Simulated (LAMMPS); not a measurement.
MD of Ni (fcc) at zero pressure, 4000 atoms, as a crystal; each row is its own run.

Computed with classical MD, pair style eam, the elements' _u3.eam files (universal-3 set of Foiles, Baskes and Daw); code LAMMPS.

| T (K) | volume (Å³/atom) |
|---|---|
| 200 | 11.000 |
| 300 | 11.051 |
| 1040 | 11.471 |
| 1300 | 11.648 |
| 1560 | 11.850 |
| 1810 | 12.080 |
| 2070 | 12.405 |

Fit a straight line, y = a + b x, to these rows (x is the first column, y the second) and predict the run at x = 780.

Least squares gives a = 10.802 and b = 0.0007117. At x = 780 the fit predicts 11.357 Å³/atom. The run itself gave 11.3113 ± 0.0004 Å³/atom, so the fit is 0.41 % high.

Caution (rows 1810; 2070): this crystal lies over the melting point of about 1710 K that EAM-type universal-3 set of Foiles, Baskes and Daw gives, so it is superheated.
